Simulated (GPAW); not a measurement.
Band structure of SiC (F-43m, 2 atoms in the cell).

```xyz
2
Lattice="0.0000 2.1800 2.1800 2.1800 0.0000 2.1800 2.1800 2.1800 0.0000" Properties=species:S:1:pos:R:3 pbc="T T T"
Si     0.0000     0.0000     0.0000
C      1.0900     1.0900     1.0900
```

Method of the run: PBE, GPAW PAW datasets PBE (gpaw-data 1.0.1) (plane waves; GPAW).

Settings: mode = pw; ecut = 900 eV; xc = PBE; kpts = 10 10 10; mesh shift (steps) = 0 0 0; occupations.name = fermi-dirac; occupations.width = 0.02 eV; nbands = -4; convergence.density = 1e-05 e/electron; convergence.bands = -2; symmetry.symmorphic = false; symmetry.tolerance = 0.0005; maxiter = 150; bandpath_npoints = 40.

The starting cell has typed, rounded lattice constants, without a prior relaxation at this level.

Predict the gap along the standard path and the places of the band edges.

The gap along the path is 1.35 eV, from Γ to X; the smallest direct gap on it is 4.54 eV.

Levels in eV from the top of the valence band on the SCF mesh, bands 1 to 8:
| point | 1 | 2 | 3 | 4 | 5 | 6 | 7 | 8 |
|---|---|---|---|---|---|---|---|---|
| Γ | -15.40 | 0.00 | 0.00 | 0.00 | 6.24 | 7.29 | 7.29 | 7.29 |
| X | -10.39 | -7.80 | -3.19 | -3.19 | 1.35 | 4.31 | 14.01 | 14.01 |
| W | -10.16 | -7.02 | -4.99 | -4.69 | 5.21 | 9.43 | 9.45 | 9.77 |
| K | -10.39 | -7.27 | -5.54 | -2.60 | 3.10 | 7.76 | 11.84 | 12.45 |
| L | -11.84 | -8.54 | -1.05 | -1.05 | 5.42 | 7.21 | 7.21 | 10.08 |
| U | -10.39 | -7.27 | -5.54 | -2.60 | 3.10 | 7.76 | 11.84 | 12.45 |
